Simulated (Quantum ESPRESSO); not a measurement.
Worked example: self-consistent single point of HfCuSn (P6_3mc, 6 atoms in the cell) in Quantum ESPRESSO.

Method: PBEsol, GBRV 1.5 ultrasoft (PBESOL) pseudopotentials (plane waves; Quantum ESPRESSO 7.5).

The change in words: lattice scaled by 1.015. Reference geometry:
```yaml
crystal:
  lattice:
    - [4.40396, 0.00000, 0.00000]
    - [-2.20198, 3.81394, 0.00000]
    - [0.00000, 0.00000, 6.34957]
  atoms:
    - { symbol: Hf, position: [0.00000, 0.00000, 0.00492] }
    - { symbol: Hf, position: [0.00000, 0.00000, 0.50492] }
    - { symbol: Cu, position: [0.33333, 0.66667, 0.68653] }
    - { symbol: Cu, position: [0.66667, 0.33333, 0.18653] }
    - { symbol: Sn, position: [0.33333, 0.66667, 0.26035] }
    - { symbol: Sn, position: [0.66667, 0.33333, 0.76035] }
```

Reference input (self-consistent single point, DFT, PBEsol, plane waves, GBRV 1.5 ultrasoft (PBESOL) pseudopotentials): ecutwfc = 50 Ry; ecutrho = 400 Ry; occupations = smearing; smearing = gauss; degauss = 0.0036749 Ry; K_POINTS = automatic 5 5 3 0 0 0; conv_thr = 1e-11 Ry. This run's input differs from it in these lines:

```diff
@@ -26,8 +26,8 @@
 ATOMIC_POSITIONS {angstrom}
-Hf    0.00000000    0.00000000    0.03123988
-Hf    0.00000000    0.00000000    3.20602388
-Cu    0.00000000    2.54262957    4.35916892
-Cu    2.20198180    1.27131478    1.18438492
-Sn    0.00000000    2.54262957    1.65311003
-Sn    2.20198180    1.27131478    4.82789403
+Hf    0.00000000    0.00000000    0.03170847
+Hf    0.00000000    0.00000000    3.25411448
+Cu    0.00000000    2.58076882    4.42455678
+Cu    2.23501136    1.29038441    1.20215078
+Sn    0.00000000    2.58076882    1.67790680
+Sn    2.23501136    1.29038441    4.90031280
 K_POINTS {automatic}
@@ -35,5 +35,5 @@
 CELL_PARAMETERS {bohr}
-   8.32228506     0.00000000     0.00000000
-  -4.16114253     7.20731028     0.00000000
-   0.00000000     0.00000000    11.99894453
+   8.44711872     0.00000000     0.00000000
+  -4.22355936     7.31541940     0.00000000
+   0.00000000     0.00000000    12.17892961
```

Output, abridged:

```
     Self-consistent Calculation

     iteration #  1     ecut=    50.00 Ry     beta= 0.70

     negative rho (up, down):  2.026E-01 0.000E+00

     total energy              =   -1325.82505604 Ry
     estimated scf accuracy    <     158.86139361 Ry

     iteration #  2     ecut=    50.00 Ry     beta= 0.70

     negative rho (up, down):  1.773E-01 0.000E+00

     total energy              =   -1421.35297532 Ry
     estimated scf accuracy    <     346.60907122 Ry

     iteration #  3     ecut=    50.00 Ry     beta= 0.70

     negative rho (up, down):  2.134E-01 0.000E+00

     total energy              =   -1443.46957854 Ry
     estimated scf accuracy    <      49.31501004 Ry

   [... 18 blocks of this kind left out ...]

     iteration # 22     ecut=    50.00 Ry     beta= 0.70

     negative rho (up, down):  2.255E-01 0.000E+00

     total energy              =   -1442.06994565 Ry
     estimated scf accuracy    <          1.3E-11 Ry

     iteration # 23     ecut=    50.00 Ry     beta= 0.70

     negative rho (up, down):  2.255E-01 0.000E+00
     End of self-consistent calculation

     the Fermi energy is    15.0669 ev

!    total energy              =   -1442.06994565 Ry
     estimated scf accuracy    <          7.4E-13 Ry
     smearing contrib. (-TS)   =      -0.00013508 Ry
     internal energy E=F+TS    =   -1442.06981057 Ry

     convergence has been achieved in  23 iterations

     negative rho (up, down):  2.255E-01 0.000E+00

     Forces acting on atoms (cartesian axes, Ry/au):

     atom    1 type  1   force =     0.00000000    0.00000000    0.00046686
     atom    2 type  1   force =     0.00000000    0.00000000    0.00046686
     atom    3 type  2   force =    -0.00000000   -0.00000000    0.00012958
     atom    4 type  2   force =     0.00000000    0.00000000    0.00012958
     atom    5 type  3   force =     0.00000000    0.00000000   -0.00059644
   [... lines left out ...]
     Total force =     0.001087     Total SCF correction =     0.000000
   [... lines left out ...]

     negative rho (up, down):  2.255E-01 0.000E+00
          total   stress  (Ry/bohr**3)                   (kbar)     P=      -53.57
  -0.00035068   0.00000000   0.00000000          -51.59        0.00        0.00
   0.00000000  -0.00035068  -0.00000000            0.00      -51.59       -0.00
   0.00000000  -0.00000000  -0.00039118            0.00       -0.00      -57.54

   JOB DONE.
```

The run converged in 23 iterations. Against the reference run the free energy goes up by 6.3 meV/atom, the pressure goes from 0.15 to -5.36 GPa and the largest force goes from 0.115 to 0.015 eV/Å.

The starting cell comes from a database of computed structures (which also holds hypothetical and non-ambient phases and stackings), without a prior relaxation at this level. Its lattice was rescaled by a random factor within 2.5 % of one. For this run, on top of that: lattice scaled by 1.015. Spin polarisation is off.

Cost on one core of a shared machine: roughly 3 min.
